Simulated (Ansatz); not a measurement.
Start from BeSe in the zinc blende structure (space group F-43m, No. 216).

```yaml
crystal:
  lattice:
    - [0.00000, 2.56445, 2.56445]
    - [2.56445, 0.00000, 2.56445]
    - [2.56445, 2.56445, 0.00000]
  atoms:
    - { symbol: Be, position: [0.00000, 0.00000, 0.00000] }
    - { symbol: Se, position: [0.25000, 0.25000, 0.25000] }
```

Cartesian axes are those of the cell as printed.

The values are results of DFT with PBEsol, PAW potentials and a 420 eV plane-wave cutoff in Ansatz (a program for electronic structure), spin-orbit coupling left out, not measurements.

It is then changed as follows: an isotropic linear strain of +2.00 %, atoms relaxed at fixed cell.

Problem. Predict the stress tensor and what it implies for the stiffness.

Solution. Stress of the strained cell less that of the base (GPa, compression positive):
```
  -4.21    0.00    0.00
   0.00   -4.21    0.00
   0.00    0.00   -4.21
```

Then B = −ΔP/(ΔV/V₀) with ΔV/V₀ = 0.0612 gives secant stiffness values (nonlinear terms included at this strain): B ≈ 69 GPa.

As a check, the harmonic strain energy −½ V₀ Δσ:ε is 13 meV/atom; the computed energy rise is 14 meV/atom.

Stability against distortions was not tested.
